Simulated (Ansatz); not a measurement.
# Response to strain in Si

The reference is Si in the diamond structure (space group Fd-3m, No. 227; a = 5.434 Å). Axes: x, y, z lie along the cube axes.

Strains are applied to the cell and any free atomic positions relax; under biaxial strain the out-of-plane vector relaxes too.

Calculations: PBEsol, PAW, 420 eV (Ansatz, a program for electronic structure; no spin-orbit coupling).

Notes on the quantities. pressure: mean of the normal stresses, compression positive; energy relative to the base: free energy F.

```tsv
case	pressure	gap character	energy relative to the base
base	-0.01 GPa	indirect, Γ → Γ–X (87 % along)	0 meV/atom
biaxial strain −2.62 %, plane normal [001], relaxed out of plane	3.18 GPa	indirect, Γ → Γ–X (87 % along)	+15 meV/atom
biaxial strain −1.29 %, plane normal [001], relaxed out of plane	1.51 GPa	indirect, Γ → Γ–X (87 % along)	…
biaxial strain +2.50 %, plane normal [110], relaxed out of plane	-3.26 GPa	indirect, Γ → Γ–T (80 % along)	…
isotropic strain +1.76 %	-4.39 GPa	indirect, Γ → Γ–X (87 % along)	+15 meV/atom
uniaxial strain ε_yy = −0.77 %	0.73 GPa	indirect, Γ → Γ–M (87 % along)	+0.6 meV/atom
```

**Question.** Some entries are withheld; estimate them.

**Answer.** 
- biaxial strain −1.29 %, plane normal [001], relaxed out of plane, energy relative to the base: +3.6 meV/atom
- biaxial strain +2.50 %, plane normal [110], relaxed out of plane, energy relative to the base: +16 meV/atom

A biaxial case was relaxed in a doubled cell and then solved in the primitive one. Whether these cells are dynamically stable was not tested. k-point labels follow each cell's own Brillouin zone.
